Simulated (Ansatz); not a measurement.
HfO2 (model structure, started from the CdI2 type, P-3m1, No. 164, 3 atoms in the cell), treated with r²SCAN+rVV10 in Ansatz (plane waves, PAW).

Run with plane-wave cutoff 560 eV, 12×12×8 k mesh (along the axes of the cell as run), Fermi–Dirac smearing 0.01 eV, scalar-relativistic PAW data made under PBE.

Cell (relaxed at this level):

Space group P-3m1 (No. 164); a = b = 3.227 Å, c = 4.556 Å, α = β = 90.00°, γ = 120.00°

```csv
atom,site,symmetry,x,y,z
Hf,1a,-3m.,0.0000,0.0000,0.0000
O,2d,3m.,0.3333,0.6667,0.2108
```

Problem. What does this level give for the band gap, smallest direct gap on the k points sampled and direct gap at Γ?

Solution. 
- band gap: 4.92 eV
- smallest direct gap on the k points sampled: 5.42 eV
- direct gap at Γ: 5.70 eV

Note: the relaxation could raise the start's symmetry but not lower it, so the cell can be a saddle point.

Spin–orbit coupling is not included.

Static lattice: no zero-point or thermal effects.

Cost on a shared machine: roughly 20 core-seconds.

A model structure was made by putting elements into a prototype or built by hand; it is no filed structure, need not be a known phase, and can be a saddle point held by its symmetry.

Ansatz is a quantum-chemistry and plane-wave program.
